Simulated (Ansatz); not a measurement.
```
W
1.0
   -1.59256     1.59256     1.59256
    1.59256    -1.59256     1.59256
    1.59256     1.59256    -1.59256
W
1
Cartesian
  0.00000   0.00000   0.00000
```

The numbers are results of PBE, DFPT electron-phonon coupling, linearised Boltzmann equation (plane waves, PAW, scalar-relativistic; Ansatz, a program for electronic structure), not measurements. Condition of this run: functional PBE. Geometry: relaxed with this functional, without spin-orbit coupling.

Task: What phonon-limited resistivity does this give at 300 K?

Result: 5.5 μΩ·cm.

A metal at this level (no band gap). Only scattering by harmonic phonons is included (no impurities, grain boundaries, electron-electron scattering or thermal expansion). Spin-orbit coupling is left out, which matters with elements this heavy. The squared frequency of the phonon mode least converged on the k mesh is uncertain by about 21 %. The run warned that the eigensolver left some states short of its tolerance. Halving the electron mesh (36x36x36) moves the resistivity by up to 8 % at 300 K. Smearing 0.20 eV; phonons on a 6x6x6 q mesh, which this run doesn't test.
